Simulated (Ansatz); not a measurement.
```xyz
2
Lattice="0.0000 2.8784 2.8784 2.8784 0.0000 2.8784 2.8784 2.8784 0.0000" Properties=species:S:1:pos:R:3 pbc="T T T"
S      1.4392     1.4392     1.4392
Cd     0.0000     0.0000     0.0000
```

The cell was generated from a structure type, relaxed within its symmetry, and need not be the phase found at ambient conditions. 

Problem. List the harmonic phonon frequencies (cm⁻¹; finite displacements on a 6×6×6 mesh, LDA in Ansatz, a quantum-chemistry and plane-wave program, k mesh 6×6×6) at q = (0.000, 0.000, -0.500), (0.000, 0.333, 0.333), (0.000, 0.167, -0.333), in fractions of this cell's reciprocal vectors. At Γ leave out the LO-TO shift.

Solution. 
- (0.000, 0.000, -0.500): 41, 41, 138, 263, 263, 307
- (0.000, 0.333, 0.333): 52, 52, 130, 277, 277, 297
- (0.000, 0.167, -0.333): 45, 64, 128, 264, 277, 304
